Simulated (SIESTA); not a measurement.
Band structure of CoBiO3 (P4mm, 5 atoms in the cell).

```xyz
5
Lattice="3.7159 0.0000 0.0000 0.0000 3.7159 0.0000 0.0000 0.0000 4.0116" Properties=species:S:1:pos:R:3 pbc="T T T"
Co     1.8579     1.8579     2.4985
Bi     0.0000     0.0000     0.2044
O      1.8579     0.0000     2.7924
O      0.0000     1.8579     2.7924
O      1.8579     1.8579     0.6522
```

Level of theory: GGA PBEsol, numerical atomic orbitals DZP, PseudoDojo PBEsol standard norm-conserving potentials (rewritten from UPF to PSML) (SIESTA).

Settings: XC.functional = GGA; XC.authors = PBEsol; potentials = PseudoDojo PBEsol standard; PAO.BasisSize = DZP; PAO.EnergyShift = 0.01 Ry; MeshCutoff = 400 Ry; kgrid.MonkhorstPack = 9 9 9; OccupationFunction = FD; ElectronicTemperature = 100 meV; MaxSCFIterations = 150; SCF.Mixer.Method = Pulay; SCF.Mixer.Weight = 0.1; SCF.Mixer.History = 8; SCF.DM.Tolerance = 1.0E-04.

The starting cell comes from a database of computed structures (which also holds hypothetical and non-ambient phases and stackings), without a prior relaxation at this level. Its lattice was rescaled by a random factor within 2.5 % of one. Spin-orbit coupling is off. Spin polarisation is off, so a magnetic state, if there is one, cannot be reached. Values carry the incompleteness of an atom-centred basis.

Levels in eV from the Fermi level, bands 22 to 27:
| point | 22 | 23 | 24 | 25 | 26 | 27 |
|---|---|---|---|---|---|---|
| Γ | -2.87 | -1.60 | -0.73 | -0.73 | -0.16 | -0.16 |
| X | -1.33 | -0.60 | -0.34 | -0.33 | -0.33 | 0.79 |
| M | -1.92 | -0.50 | -0.27 | -0.24 | -0.24 | 3.04 |
| Z | -2.32 | -1.53 | -0.20 | -0.19 | -0.19 | 0.55 |
| R | -1.69 | -0.41 | -0.10 | 0.11 | 0.32 | 2.49 |
| A | -1.64 | -0.60 | -0.60 | -0.28 | 2.34 | 3.04 |

Bands cross the Fermi level along this path, so the cell is metallic at this level.

Higher empty bands are left out: an atom-centred basis made for the valence describes them poorly.
